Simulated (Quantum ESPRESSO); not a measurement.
Quantum ESPRESSO run on In3Sb (Pm-3m, 4 atoms in the cell): self-consistent single point.

Computed with PBEsol, GBRV 1.5 ultrasoft (PBESOL) pseudopotentials (plane waves; Quantum ESPRESSO 7.5).

```
In3Sb
1.0
    4.83696     0.00000     0.00000
    0.00000     4.83696     0.00000
    0.00000     0.00000     4.83696
In Sb
3 1
Cartesian
  2.41848   2.41848   0.00000
  0.00000   2.41848   2.41848
  2.41848   0.00000   2.41848
  0.00000   0.00000   0.00000
```

Reference input (self-consistent single point, DFT, PBEsol, plane waves, GBRV 1.5 ultrasoft (PBESOL) pseudopotentials): ecutwfc = 40 Ry; ecutrho = 200 Ry; occupations = smearing; smearing = cold; degauss = 0.0073499 Ry; potentials = {In: in_pbesol_v1.4.uspp.F.UPF, Sb: sb_pbesol_v1.4.uspp.F.UPF}; K_POINTS = automatic 6 6 6 0 0 0; conv_thr = 1e-09 Ry; mixing_beta = 0.5. This run's input differs from it in these lines:

```diff
@@ -12,4 +12,4 @@
    ntyp = 2
-   ecutwfc = 40
-   ecutrho = 200
+   ecutwfc = 80
+   ecutrho = 400
    occupations = 'smearing'
```

The program printed (abridged):

```
     Self-consistent Calculation

     iteration #  1     ecut=    80.00 Ry     beta= 0.50

     total energy              =    -580.88208611 Ry
     estimated scf accuracy    <      11.64563106 Ry

     iteration #  2     ecut=    80.00 Ry     beta= 0.50

     total energy              =    -584.14267212 Ry
     estimated scf accuracy    <       0.30571825 Ry

     iteration #  3     ecut=    80.00 Ry     beta= 0.50

     total energy              =    -584.17226062 Ry
     estimated scf accuracy    <       0.02022648 Ry

   [... 5 blocks of this kind left out ...]

     iteration #  9     ecut=    80.00 Ry     beta= 0.50

     total energy              =    -584.17479305 Ry
     estimated scf accuracy    <          1.7E-09 Ry

     iteration # 10     ecut=    80.00 Ry     beta= 0.50
     End of self-consistent calculation

     the Fermi energy is     9.3262 ev

!    total energy              =    -584.17479305 Ry
     estimated scf accuracy    <          2.7E-10 Ry
     smearing contrib. (-TS)   =       0.00000915 Ry
     internal energy E=F+TS    =    -584.17480220 Ry

     convergence has been achieved in  10 iterations

     Forces acting on atoms (cartesian axes, Ry/au):

     atom    1 type  1   force =     0.00000000    0.00000000    0.00000000
   [... zero for the other atoms too ...]

     Total force =     0.000000     Total SCF correction =     0.000000

          total   stress  (Ry/bohr**3)                   (kbar)     P=      -28.91
  -0.00019654   0.00000000   0.00000000          -28.91        0.00        0.00
   0.00000000  -0.00019654   0.00000000            0.00      -28.91        0.00
   0.00000000   0.00000000  -0.00019654            0.00        0.00      -28.91

   JOB DONE.
```

The run converged in 10 iterations. Against the reference run the free energy drops by 113 meV/atom and the pressure goes from -3.36 to -2.89 GPa.

The starting cell comes from a database of computed structures (which also holds hypothetical and non-ambient phases and stackings), without a prior relaxation at this level. The run gives no clean gap (levels at the Fermi energy touch, overlap or are partly filled at this smearing), which alone does not show that the compound is a metal.

Cost on one core of a shared machine: roughly 2 min.
